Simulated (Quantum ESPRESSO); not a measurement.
The steps of a band-structure calculation for Ba2Bi3 (Immm, 5 atoms in the cell) with Quantum ESPRESSO.

Computed with PBEsol, PseudoDojo standard norm-conserving (PBESOL) pseudopotentials (plane waves; Quantum ESPRESSO).

Step 1 (scf):

```fortran
&control
  calculation = 'scf'
  prefix = 'pwscf'
  outdir = './out'
  pseudo_dir = './'
  tprnfor = .true.
  tstress = .true.
/
&system
  ibrav = 0
  nat = 5
  ntyp = 2
  ecutwfc = 70
  occupations = 'smearing'
  smearing = 'fermi-dirac'
  degauss = 0.0073499
/
&electrons
  conv_thr = 1e-10
  mixing_beta = 0.7
/
ATOMIC_SPECIES
Bi   208.9804  Bi.upf
Ba   137.3270  Ba.upf
ATOMIC_POSITIONS angstrom
Bi    0.00000000    0.00000000    0.00000000
Bi    0.00000000    1.62336480    4.99100000
Bi    2.40930000    2.37113520    0.00000000
Ba    0.00000000    3.99450000    2.24095900
Ba    2.40930000    0.00000000    2.75004100
K_POINTS automatic
2 2 2  0 0 0
CELL_PARAMETERS bohr
  -4.55291715     7.54851100     9.43162309
   4.55291715    -7.54851100     9.43162309
   4.55291715     7.54851100    -9.43162309
```

Step 2 (bands):

```fortran
&control
  calculation = 'bands'
  prefix = 'pwscf'
  outdir = './out'
  pseudo_dir = './'
  verbosity = 'high'
/
&system
  ibrav = 0
  nat = 5
  ntyp = 2
  ecutwfc = 70
  occupations = 'smearing'
  smearing = 'fermi-dirac'
  degauss = 0.0073499
  nbnd = 41
/
&electrons
  conv_thr = 1e-10
  startingwfc = 'random'
  diago_thr_init = 1.0d-6
/
ATOMIC_SPECIES
Bi   208.9804  Bi.upf
Ba   137.3270  Ba.upf
ATOMIC_POSITIONS angstrom
Bi    0.00000000    0.00000000    0.00000000
Bi    0.00000000    1.62336480    4.99100000
Bi    2.40930000    2.37113520    0.00000000
Ba    0.00000000    3.99450000    2.24095900
Ba    2.40930000    0.00000000    2.75004100
K_POINTS crystal_b
16
  0.00000000   0.00000000   0.00000000   8  ! G
 -0.30825680   0.30825680   0.30825680   2  ! X
 -0.21839307   0.21839307   0.39812053   3  ! L
  0.00000000   0.00000000   0.50000000   3  ! T
  0.25000000   0.25000000   0.25000000   4  ! W
  0.00000000   0.50000000   0.00000000   3  ! R
  0.30825680   0.69174320  -0.30825680   5  ! X1
  0.50000000   0.50000000  -0.50000000   6  ! Z
  0.00000000   0.00000000   0.00000000   6  ! G
  0.41013627  -0.41013627   0.41013627   4  ! Y
  0.50000000   0.00000000   0.00000000   7  ! S
  0.25000000   0.25000000   0.25000000   1  ! W
  0.21839307  -0.21839307   0.60187947   5  ! L1
  0.41013627  -0.41013627   0.41013627   1  ! Y
  0.58986373   0.41013627  -0.41013627   2  ! Y1
  0.50000000   0.50000000  -0.50000000   1  ! Z
CELL_PARAMETERS bohr
  -4.55291715     7.54851100     9.43162309
   4.55291715    -7.54851100     9.43162309
   4.55291715     7.54851100    -9.43162309
```

Step 3 (bands.x):

```fortran
&bands
  prefix = 'pwscf'
  outdir = './out'
  filband = 'bands.dat'
  lsym = .false.
/
```

Output of bands (abridged):

```
     Atomic positions and unit cell read from directory:
     ./out/pwscf.save/

     Message from routine setup:
     using ibrav=0 with symmetry is DISCOURAGED, use correct ibrav instead
     G-vector sticks info
     --------------------
     sticks:   dense  smooth     PW     G-vecs:    dense   smooth      PW
     Sum        3705    3705   1031               102631   102631   14927

     bravais-lattice index     =            0
   [... lines left out ...]
     unit-cell volume          =    1296.5745 (a.u.)^3
     number of k points=    61  Fermi-Dirac smearing, width (Ry)=  0.0073
   [... lines left out ...]
   [... 58 lines left out ...]

     Dense  grid:   102631 G-vectors     FFT dimensions: (  72,  72,  72)

     The potential is recalculated from file :
     ./out/pwscf.save/charge-density

     Band Structure Calculation
     Davidson diagonalization with overlap

     ethr =  1.00E-06,  avg # of iterations = 49.8

     End of band structure calculation

          k = 0.0000 0.0000 0.0000 ( 12841 PWs)   bands (ev):

   -18.7387 -18.7148 -13.2660 -13.2450 -13.1471 -13.1271 -13.1134 -13.0641
   -13.0119 -12.9767 -12.9307 -12.9255 -12.9180 -12.8656 -12.8601 -12.8540
   -12.8490  -4.1583  -4.0698  -3.9731  -3.8672  -3.8365  -3.8362  -2.3912
    -0.7199  -0.2067   6.7548   7.2782   7.5586   7.8646   8.2292   8.4710
     8.7047   9.5520  10.5206  11.4923  11.7929  12.2652  12.6172  13.1045
    13.2868

          k = 0.1093 0.0000 0.0000 ( 12821 PWs)   bands (ev):

   -18.7381 -18.7147 -13.2647 -13.2441 -13.1472 -13.1271 -13.1145 -13.0654
   -13.0098 -12.9766 -12.9306 -12.9257 -12.9204 -12.8657 -12.8600 -12.8541
   -12.8480  -4.1535  -4.0650  -3.9704  -3.8757  -3.8620  -3.8391  -2.3422
    -0.7083  -0.2524   6.6378   7.3932   7.6027   7.8300   7.8504   8.4506
     9.1148   9.6082  10.2501  11.6750  11.7976  12.5263  12.5833  13.0873
    13.1871

   [... 59 blocks of this kind left out ...]
```

Output of bands.x (abridged):

```
     Reading xml data from directory:

     ./out/pwscf.save/

     G-vector sticks info
     --------------------
     sticks:   dense  smooth     PW     G-vecs:    dense   smooth      PW
     Sum        3705    3705   1031               102631   102631   14927

     Reading collected, re-writing distributed wavefunctions
     high-symmetry point:  0.0000 0.0000 0.0000   x coordinate   0.0000
     high-symmetry point:  0.8741 0.0000 0.0000   x coordinate   0.8741
     high-symmetry point:  0.8741 0.1537 0.0000   x coordinate   1.0278
     high-symmetry point:  0.7089 0.4276 0.0000   x coordinate   1.3476
     high-symmetry point:  0.7089 0.4276 0.3422   x coordinate   1.6898
     high-symmetry point:  0.7089 0.0000 0.3422   x coordinate   2.1173
   [... 5 lines left out ...]
     high-symmetry point:  0.7089 0.4276 0.3422   x coordinate   5.5740
     high-symmetry point:  0.5437 0.7014 0.0000   x coordinate   6.0424
     high-symmetry point:  0.0000 0.7014 0.0000   x coordinate   6.5861
     high-symmetry point:  0.0000 0.1537 0.6844   x coordinate   6.5861
     high-symmetry point:  0.0000 0.0000 0.6844   x coordinate   6.7398

     Plottable bands (eV) written to file bands.dat.gnu
     Bands written to file bands.dat

   JOB DONE.
```

The starting cell comes from a database of published, mostly measured structures (it also holds non-ambient and calculated ones), without a prior relaxation at this level. Spin-orbit coupling is off.
